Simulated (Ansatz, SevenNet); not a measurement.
## Ladder of methods for the lattice constant a of C11b WSi₂

Reference value: 3.214 Å (measured, temperature not stated, not corrected to a static lattice; as tabulated in Pavlosiuk et al. (2022), arXiv:2202.05362).

| level (code) | value (Å) |
|---|---|
| SevenNet-0 | 3.227 |
| PBE (Ansatz) | ___ |
| PBEsol-D3(BJ) (Ansatz) | 3.170 |
| r²SCAN (Ansatz) | 3.211 |
| r²SCANh (Ansatz) | 3.203 |

What belongs in the gaps?


- PBE (Ansatz, a program for electronic structure), value (Å): 3.229

Differences against the reference: SevenNet-0 +0.40 %, PBE +0.47 %, PBEsol-D3(BJ) -1.37 %, r²SCAN -0.09 %, r²SCANh -0.34 %.

The reference's temperature isn't stated, so close values are not ranked against it.

The reference isn't brought to a static lattice, while the calculations are for one, so the differences are not the levels' errors alone.  Density-functional levels without +SOC have no spin–orbit coupling. r²SCANh: the run has no spin polarisation, so it can have missed a magnetic state. Cutoffs and k meshes differ between the levels. Ansatz's density-functional and Hartree–Fock values are scalar-relativistic unless marked +SOC, with PAW data made under PBE.

Machine-learned potentials (SevenNet-0) are trained on DFT data: a solid inside that data is no test of them.

Differences are worked out from the printed values.
